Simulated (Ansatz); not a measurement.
How far PBE and PBEsol part for hypothetical P-3m1 Be3As2, biaxial strain +0.97 %, plane normal [001], relaxed out of plane

Take Be$_{3}$As$_{2}$ (space group P-3m1, No. 164; a = 3.6304 Å, c = 6.0097 Å; a hypothetical phase, not in the database extracts checked) as the base. Axes: x lies along a and z along c of the hexagonal cell.

(Cell as relaxed with PBE.)

Levels (all Ansatz, an electronic-structure program, PAW): PBE (420 eV, no spin-orbit coupling); PBEsol (420 eV, spin-orbit coupling left out).

Each level relaxes its own structure.

```json
[
 {"base": "volume per atom", "PBE": "13.72 Å³", "PBEsol": "13.37 Å³"},
 {"base": "lattice parameter a", "PBE": "363.0 pm", "PBEsol": "359.9 pm"},
 {"base": "band gap", "PBE": "zero", "PBEsol": "zero"}
]
```

The change: tensile biaxial strain of 0.97 % in the plane normal to [001], as in epitaxy on a mismatched substrate; the out-of-plane cell vector and the atoms relax.

| quantity | PBE | PBEsol |
|---|---|---|
| shortest interatomic distance | 226.7 pm | (withheld) |
| pressure (mean of the normal stresses, compression positive) | -1.3 GPa | (withheld) |
| band gap | zero | (withheld) |

Predict the PBEsol column.


- shortest interatomic distance, PBEsol: 225.5 pm
- pressure (mean of the normal stresses, compression positive), PBEsol: -1.4 GPa
- band gap, PBEsol: zero

PBE's shortest interatomic distance lies 1.2 pm above PBEsol's (0.5 %); the two agree on the band gap. Neither level is exact; PBEsol is the comparison here, not a measurement.

Without a gap, meshes like the base's 15×15×8 leave anisotropic stresses uncertain by several tenths of a GPa, and small strain energies with them. No phonon test of stability was made. All final runs are without spin polarisation. The zero or small gap of Be3As2 can change with the level of theory.
